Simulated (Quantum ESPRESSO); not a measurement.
Checking a run of Quantum ESPRESSO on Ti₃O₂ (R-3c, 10 atoms in the cell). The aim is a self-consistent single point with DFT, PBEsol, plane waves, PseudoDojo standard norm-conserving (PBESOL) pseudopotentials.

Cell that was meant: a = 5.8534 Å, b = 5.8534 Å, c = 5.8534 Å, α = 52.54°, β = 52.54°, γ = 52.54°.

Part of the input:

```fortran
/
&SYSTEM
   ibrav = 5,
   celldm(1) = 5.8533594239,
   celldm(4) = 0.608160602458,
   nat = 10,
   ntyp = 2,
   ecutwfc = 85,
```

Output (repeated stretches shortened):

```
     G-vector sticks info
     --------------------
     sticks:   dense  smooth     PW     G-vecs:    dense   smooth      PW
   [... lines left out ...]
        k(    7) = (   0.2824041   0.4891382   0.1454301), wk =   0.3750000
        k(    8) = (   0.5648082  -0.3260921  -0.2423835), wk =   0.1875000
        k(    9) = (   0.0000000   0.0000000   0.4362903), wk =   0.0625000
        k(   10) = (   0.8472122   0.4891382   0.1454301), wk =   0.1875000

     Dense  grid:    12365 G-vectors     FFT dimensions: (  36,  36,  36)

     Initial potential from superposition of free atoms

     starting charge      95.9911, renormalised to      96.0000
     Self-consistent Calculation

     iteration #  1     ecut=    85.00 Ry     beta= 0.30

     total energy              =    -783.61463115 Ry
     estimated scf accuracy    <       1.46162008 Ry

     iteration #  2     ecut=    85.00 Ry     beta= 0.30

     total energy              =    -783.44603185 Ry
     estimated scf accuracy    <       0.48223849 Ry

     iteration #  3     ecut=    85.00 Ry     beta= 0.30

     total energy              =    -783.49205193 Ry
     estimated scf accuracy    <       0.03102438 Ry

   [... 7 blocks of this kind left out ...]

     iteration # 11     ecut=    85.00 Ry     beta= 0.30

     total energy              =    -783.49742219 Ry
     estimated scf accuracy    <          6.4E-10 Ry

     iteration # 12     ecut=    85.00 Ry     beta= 0.30
     End of self-consistent calculation

     the Fermi energy is    97.8169 ev

!    total energy              =    -783.49742219 Ry
     estimated scf accuracy    <          6.2E-11 Ry
     smearing contrib. (-TS)   =      -0.00334920 Ry
     internal energy E=F+TS    =    -783.49407299 Ry

     convergence has been achieved in  12 iterations

     Forces acting on atoms (cartesian axes, Ry/au):

     atom    1 type  1   force =    -0.99809147    1.72874514    0.00000000
     atom    2 type  1   force =     0.99809147   -1.72874514   -0.00000000
     atom    3 type  1   force =    -0.99809147   -1.72874514   -0.00000000
     atom    4 type  1   force =     0.99809147    1.72874514    0.00000000
   [... lines left out ...]

     Total force =     4.927456     Total SCF correction =     0.000009

          total   stress  (Ry/bohr**3)                   (kbar)     P=   123216.32
   0.84269158   0.00000000  -0.00000000       123964.21        0.00       -0.00
   0.00000000   0.84269158   0.00000000            0.00   123964.21        0.00
  -0.00000000   0.00000000   0.82743941           -0.00        0.00   121720.54

   JOB DONE.
```

Q: Can these results be used? Check the input.

A: The run is not sound. The fault is this: cell lengths typed in angstrom where bohr is read. Bohr and ångström differ by a factor of 1.89; the cell that the program reads is then far too large or far too small. To fix it, give the lengths in the unit that the key or card expects. The run converged in 12 iterations without an error; against the sound input the free energy rises by 82.9 eV/atom, the pressure goes from -14.09 to 12320 GPa and the largest force goes from 0.212 to 51.32 eV/Å.

The sound input it was made from differs as follows (other fixes are possible):
```diff
-   celldm(1) = 5.8533594239,
-   celldm(4) = 0.608160602458,
+   celldm(1) = 11.0612455435,
+   celldm(4) = 0.608160542861,
```

With that input, the run converged in 17 iterations: free energy E − TS -11489.3065 eV; Fermi level (on the code's own zero) 15.01 eV; pressure -14.09 GPa; largest force (vector length) 0.212 eV/Å (DFT, PBEsol, plane waves, PseudoDojo standard norm-conserving (PBESOL) pseudopotentials).

On the sound input: the starting cell comes from a database of computed structures (which also holds hypothetical and non-ambient phases and stackings), without a prior relaxation at this level. Its lattice was rescaled by a random factor within 2.5 % of one. Spin polarisation is off, so a magnetic state, if there is one, cannot be reached. With a pressure of about -14 GPa the cell is away from its equilibrium volume at this level.
